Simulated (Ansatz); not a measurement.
Consider Si in the diamond structure (space group Fd-3m, No. 227; a = 5.4338 Å). Axes: x, y, z lie along the cube axes.

Modification: biaxial strain −2.62 %, plane normal [001], relaxed out of plane (Cartesian); in-plane vectors clamped, the third vector and the atoms free.

Levels (all Ansatz, a program for electronic structure, PAW): PBEsol (420 eV, without spin-orbit coupling); r2SCAN (500 eV, no spin-orbit coupling); HSE06 (420 eV, without spin-orbit coupling).

One geometry, relaxed with PBEsol, under each level:

```csv
level,band gap,lowest conduction level above the VBM at special points,electron mass,pressure
PBEsol,0.15 eV,X 0.29 eV; M 0.67 eV; S 1.30 eV; S₀ 1.30 eV,"0.91 mₑ along k, 0.19 mₑ across (off the special points)",3.18 GPa
r2SCAN,0.43 eV,X 0.59 eV; M 0.99 eV; S 1.64 eV; S₀ 1.64 eV,"0.89 mₑ along k, 0.19 mₑ across (off the special points)",3.96 GPa
HSE06,?,?,–,–
```

Q: Give the withheld HSE06 results.

A: 
- HSE06, band gap: 0.80 eV
- HSE06, lowest conduction level above the VBM at special points: X 0.96 eV; M 1.35 eV; S 2.02 eV; Γ 3.16 eV

Single points use the geometry relaxed with PBEsol. Their cutoffs differ, which shifts pressures a little. The hybrid gap comes from the SCF mesh plus the semilocal run's edge points and a few special points and is an upper bound. Masses are band curvatures over ±0.01 Å⁻¹ around the edge. Along k means along the line from Γ to the band edge. Stability against distortions was not tested. A zero or small gap of Si under biaxial strain −2.62 %, plane normal [001], relaxed out of plane can be the functional's error rather than a property of the material. Labels are those of the standard path for the cell's own space group.
